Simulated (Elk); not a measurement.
A self-consistent single point of CdSe (F-43m, 2 atoms in the cell) with Elk.

Level of theory: PBE, all-electron FP-LAPW, Elk's shipped species files, LAPW+lo basis (Elk).

```
CdSe
1.0
    0.00000     3.09545     3.09545
    3.09545     0.00000     3.09545
    3.09545     3.09545     0.00000
Cd Se
1 1
Direct
  0.00000   0.00000   0.00000
  0.75000   0.75000   0.75000
```

Reference input (self-consistent single point, DFT, PBE, all-electron FP-LAPW, Elk's shipped species files, LAPW+lo basis): xctype = 20; rgkmax = 7.5; stype = 0; swidth = 0.0001 Ha; ngridk = 6 6 6; gmaxvr = 16 1/bohr; nxoapwlo = 1; rmtscf = 0.95; maxscl = 100. This run's input differs from it in these lines:

```diff
@@ -45,3 +45,3 @@
 ngridk
-  6 6 6
+  5 5 5
```

Log, with long lists cut:

```
│ Self-consistent loop started │
│ Loop number : 1 │
 total energy                :     -8031.07505677
│ Loop number : 2 │
 total energy                :     -8031.09886051
RMS change in Kohn-Sham potential (target) :   0.1647595156     (  0.1000000000E-05)
Absolute change in total energy (target)   :   0.2380374857E-01 (  0.1000000000E-03)
│ Loop number : 3 │
 total energy                :     -8030.96452763
RMS change in Kohn-Sham potential (target) :   0.1590485798     (  0.1000000000E-05)
Absolute change in total energy (target)   :   0.1283819475     (  0.1000000000E-03)
│ Loop number : 4 │
   [... lines left out ...]
Absolute change in total energy (target)   :   0.1499931749E-02 (  0.1000000000E-03)
│ Loop number : 13 │
 total energy                :     -8026.45364481
RMS change in Kohn-Sham potential (target) :   0.1058690616E-05 (  0.1000000000E-05)
Absolute change in total energy (target)   :   0.3197358983E-03 (  0.1000000000E-03)
│ Loop number : 14 │
 total energy                :     -8026.45366580
RMS change in Kohn-Sham potential (target) :   0.2754387704E-06 (  0.1000000000E-05)
Absolute change in total energy (target)   :   0.5894464266E-04 (  0.1000000000E-03)
Convergence targets achieved

│ Loop number : 15 │

Energies :
 Fermi                       :     0.965479218377E-01
 total energy                :     -8026.45366626

Density of states at Fermi energy :   0.8542945993E-05
 (states/Hartree/unit cell)

Estimated indirect band gap :   0.1704421109E-01
 from k-point      1 to k-point      1
Estimated direct band gap   :   0.1704421109E-01
 at k-point      1

Charges :
 core                        :    48.00000000
 valence                     :    34.00000000
 interstitial                :    3.536423246
 muffin-tins (core leakage)
  species :    1 (Cd)
   atom    1                 :    46.32973381     (  0.4926473831E-03)
  species :    2 (Se)
   atom    1                 :    32.13384294     (  0.1271185546E-03)
 total in muffin-tins        :    78.46357675
 total calculated charge     :    81.99007889
 total charge                :    82.00000000
 error                       :   0.9921113788E-02

│ Self-consistent loop stopped │
```

The run converged in 15 iterations. The count includes the last loop, which Elk runs after its targets are met. Against the reference run the total energy rises by 2.9 meV/atom and the gap on the mesh hardly changes (0.467 to 0.464 eV).

The starting cell comes from a database of computed structures (which also holds hypothetical and non-ambient phases and stackings), without a prior relaxation at this level. Its lattice was rescaled by a random factor within 2.5 % of one. Values depend on the basis (sphere radii, cutoffs, local orbitals), which need not be converged.
